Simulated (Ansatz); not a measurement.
**Rh: pressure series**

Consider Rh in the fcc (Cu type) structure (space group Fm-3m, No. 225; a = 3.800 Å).

Cell and atoms are relaxed at each pressure.

Calculations: DFT with r2SCAN, PAW potentials and a 500 eV plane-wave cutoff in Ansatz (a quantum-chemistry and plane-wave program), scalar-relativistic without spin-orbit coupling.

Notes on the quantities. enthalpy: H = E + PV relative to the base's energy.

```json
[
 {"variant": "base", "enthalpy": "–", "density": "12.46 g/cm³"},
 {"variant": "pressure −2 GPa", "enthalpy": "-0.17 eV/atom", "density": "12.37 g/cm³"},
 {"variant": "pressure −1 GPa", "enthalpy": "-0.09 eV/atom", "density": "12.41 g/cm³"},
 {"variant": "pressure 0.9 GPa", "enthalpy": "+0.08 eV/atom", "density": "12.50 g/cm³"},
 {"variant": "pressure 2.1 GPa", "enthalpy": "+0.18 eV/atom", "density": "[?]"},
 {"variant": "pressure 4.5 GPa", "enthalpy": "+0.38 eV/atom", "density": "12.65 g/cm³"},
 {"variant": "pressure 9 GPa", "enthalpy": "+0.76 eV/atom", "density": "12.83 g/cm³"},
 {"variant": "pressure 15 GPa", "enthalpy": "+1.25 eV/atom", "density": "13.06 g/cm³"},
 {"variant": "pressure 22.5 GPa", "enthalpy": "+1.86 eV/atom", "density": "13.32 g/cm³"},
 {"variant": "pressure 30 GPa", "enthalpy": "+2.45 eV/atom", "density": "13.57 g/cm³"}
]
```

Q: Fill in the withheld entries from the trend.

A: 
- pressure 2.1 GPa, density: 12.55 g/cm³

Load acts through the strain it causes; cell and atoms are relaxed under it. Stability against distortions was not tested. Competing high-pressure phases were not computed. The final runs are not spin-polarised.
